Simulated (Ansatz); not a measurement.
Results of LDA (plane waves, PAW; Ansatz, a quantum-chemistry and plane-wave program) for fluorite PbF2 (high-temperature phase).

Numerical settings: plane-wave cutoff 520 eV, 8×8×8 k mesh, perturbation theory, force constants from a 4×4×4 q mesh, scalar-relativistic PAW data made under PBE.

Question: Estimate the electronic dielectric constant ε∞, dielectric constant ε0 (ions relaxed) and zero-point energy that the calculation returns.

Answer: 
- electronic dielectric constant ε∞: 3.46
- dielectric constant ε0 (ions relaxed): 24.3
- zero-point energy: 0.030 eV/atom

Spin–orbit coupling is not included; it can shift volumes and moduli of such heavy elements.

Cost on a shared machine: very roughly 9 core-minutes.
